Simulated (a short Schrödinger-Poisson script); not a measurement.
Stack: MOS inversion layer, SiO2 on p-type Si(100), at 300 K.

| layer | material | thickness (nm) | Na (cm⁻³) |
|---|---|---|---|
| 1 | SiO2 | 1.1 | - |
| 2 | Si | 710 | 3.7e17 |

The device is made up for the run: typed textbook-type constants, with dimensions and the other settings drawn at random. SiO2: permittivity 3.9, conduction-band edge (eV) 3.15, gap (eV) 9, electron mass (mₑ) 0.5. Si: permittivity 11.7, conduction-band edge (eV) 0, gap (eV) 1.124, Nv at 300 K (cm⁻³) 3.1e19.

Channel valleys (confinement mass, in-plane density-of-states mass, number): Δ2 0.916, 0.19, 2; Δ4 0.19, 0.417, 4. At the gate the conduction-band edge of layer 1 lies 3.47 eV − eVg above the Fermi level of the channel; the field vanishes at the back. Gaps are held at their typed values at every temperature. Mesh 0.03 nm at interfaces.

Solved with a short Schrödinger-Poisson script written for these runs: 1D Poisson equation in equilibrium, electrons quantum, Hartree (BenDaniel-Duke, 12 states a valley, the channel's in-plane mass for all, wave functions free to enter the dielectric), parabolic valleys, classical holes, full ionisation, no traps, pinning or gate leakage.

The same stack at other levels of the model or other numerical settings:

```
run                                          sheet density of all electrons at Vg = 1.15 V (cm⁻²)  sheet density of all electrons at Vg = 0.55 V (cm⁻²)  capacitance at Vg = 1.15 V (μF/cm²)  centroid of the channel electrons at Vg = 1.15 V (nm)  rough cost against the base
-------------------------------------------  ----------------------------------------------------  ----------------------------------------------------  -----------------------------------  -----------------------------------------------------  ---------------------------
base                                                                                      9.27e12                                               1.17e12                                 2.36                                                   1.40                      about 1
electrons treated as classical, Boltzmann                                              (withheld)                                            (withheld)                                 2.92                                                   0.38                         0.03
electrons treated as classical, Fermi-Dirac                                               1.15e13                                               2.04e12                           (withheld)                                                   0.59                          0.2
mesh six times as coarse                                                                  9.23e12                                               1.16e12                                 2.35                                                   1.41                          0.3
one subband a valley                                                                      9.26e12                                               1.16e12                                 2.37                                                   1.37                          0.5
```

### Question
Complete the blanks.

### Answer

- electrons treated as classical, Boltzmann, sheet density of all electrons at Vg = 0.55 V (cm⁻²): 2.13e12
- electrons treated as classical, Boltzmann, sheet density of all electrons at Vg = 1.15 V (cm⁻²): 1.24e13
- electrons treated as classical, Fermi-Dirac, capacitance at Vg = 1.15 V (μF/cm²): 2.66

The classical rows ignore confinement, and Boltzmann statistics overrate the density once the band edge passes the Fermi level.
